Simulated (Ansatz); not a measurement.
Functionals compared on the (321) surface of fcc Au in its 1x1 cell, outermost plane spacing 0.56 Å in the ideal cut, in Ansatz (plane waves, PAW). The structure was relaxed with PBE; the other rows are single points on it, each with its references at the same level. Cutoff 420 eV (500 eV for r2SCAN).

Set-up: 19 atoms, 10.0 Å thick at the start (thin: gaps and levels are the slab's own); mesh 8x6x1; 0.1 eV smearing; dipole correction on; all atoms relaxed; held to the start's symmetry, so lower structures may exist; no spin, no spin-orbit, no U. These notes are the PBE run's.

| functional | surface energy (J/m²) | work function of the top face (eV) | rough cost of the single point |
|---|---|---|---|
| PBE | 0.87 | 5.00 | – |
| LDA | 1.37 | 5.41 | very roughly 2.8 core-minutes |
| PBEsol | 1.21 | 5.12 | about 2.8 core-minutes (a rough figure) |
| RPBE | 0.64 | 4.82 | very roughly 3 core-minutes |
| r2SCAN | 1.06 | 5.00 | very roughly 6 core-minutes |

Ansatz is a first-principles code.
